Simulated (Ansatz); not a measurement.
CsCl-type CoAl was calculated with r²SCAN-D4 (Ansatz, a first-principles code, PAW).

Run with plane-wave cutoff 560 eV, 20×20×20 k mesh, Fermi–Dirac smearing 0.05 eV, no spin polarisation, scalar-relativistic PAW data made under PBE.

Computed at the level's own relaxed cell.

Task: Predict the volume per atom, bulk modulus, lattice parameter a and pressure derivative B′ of the bulk modulus.

Result: 
volume per atom: 11.15 Å³/atom
bulk modulus: 203 GPa
lattice parameter a: 2.815 Å
pressure derivative B′ of the bulk modulus: 4.2

The run finds no gap.

Measured, for comparison: equilibrium volume per atom 11.71 Å³/atom, bulk modulus 162 GPa, lattice constant a 2.861 Å (room temperature, not corrected to a static lattice; as tabulated in Yamada et al. (2019), arXiv:1910.09660). Computed (rounded) less measured: equilibrium volume per atom -4.8 %, bulk modulus +25 %, lattice constant a -1.6 %. A static lattice is as a rule a little smaller and stiffer than an uncorrected measurement, which narrows the difference in the lattice constant a and would widen misses of the other sign.

Cost on a shared machine: about 90 core-seconds (a rough figure).
